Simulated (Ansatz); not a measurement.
## How a calculation on ZnSnN₂ (Pna2_1, 16 atoms in the cell) responds to its settings

```
CELL_PARAMETERS angstrom
      5.71260     0.00000     0.00000
      0.00000     6.57440     0.00000
      0.00000     0.00000     5.34795
ATOMIC_POSITIONS crystal
  Zn 0.58306 0.87495 0.99881
  Zn 0.41694 0.12505 0.49881
  Zn 0.91694 0.37495 0.49881
  Zn 0.08306 0.62505 0.99881
  Sn 0.58840 0.37506 0.99927
  Sn 0.41160 0.62494 0.49927
  Sn 0.91160 0.87506 0.49927
  Sn 0.08840 0.12494 0.99927
  N  0.58240 0.37437 0.37835
  N  0.41760 0.62563 0.87835
  N  0.91760 0.87437 0.87835
  N  0.08240 0.12563 0.37835
  N  0.57972 0.87579 0.37356
  N  0.42028 0.12421 0.87356
  N  0.92028 0.37579 0.87356
  N  0.07972 0.62421 0.37356
```

Base run A: PBE, PAW files run with Ansatz (an electronic-structure program), self-consistent single point.

Its settings: basis.ecutwfc = 30.9 Ry; kpoints.mp_grid.grid = 3 3 3; hamiltonian.xc = pbe; hamiltonian.pseudopotentials = {kind: paw} (the program's default PAW files); scf.occupations.method = methfessel_paxton; scf.occupations.width = 0.0147 Ry.

The starting cell comes from a database of computed structures (which also holds hypothetical and non-ambient phases and stackings), without a prior relaxation at this level. Its lattice was rescaled by a random factor within 2.5 % of one. In the base run, with a pressure of about 18 GPa the cell is away from its equilibrium volume at this level. Ansatz's pressure includes its estimate of the finite-basis (Pulay) stress. A gap is left out here, as mesh or smearing make it unsure.

A dash stands where there is no value to compare (another energy zero or no entropy term, no result, no spin, no clean gap, or a mesh too coarse for one). 

```tsv
run	change	pressure (GPa)	largest force (eV/Å)	dispersion energy (eV/atom)
A	base	17.91	0.474	–
B	hamiltonian.dispersion: default → d3bj [PBE-D3BJ]	13.99	0.476	-0.299
C	hamiltonian.dispersion: default → d3bjatm [PBE-D3BJ-ATM]	14.56	0.476	-0.276
D	hamiltonian.dispersion: default → d4 [PBE-D4]	13.34	0.483	-0.340
```

Run B against A: The pressure goes from 17.91 to 13.99 GPa and the largest force hardly changes (0.474 to 0.476 eV/Å).

Run D against A: The pressure goes from 17.91 to 13.34 GPa and the largest force moves little (0.474 to 0.483 eV/Å).

Run C against A: The pressure goes from 17.91 to 14.56 GPa and the largest force hardly changes (0.474 to 0.476 eV/Å).

Keys are those of Ansatz 0.2.
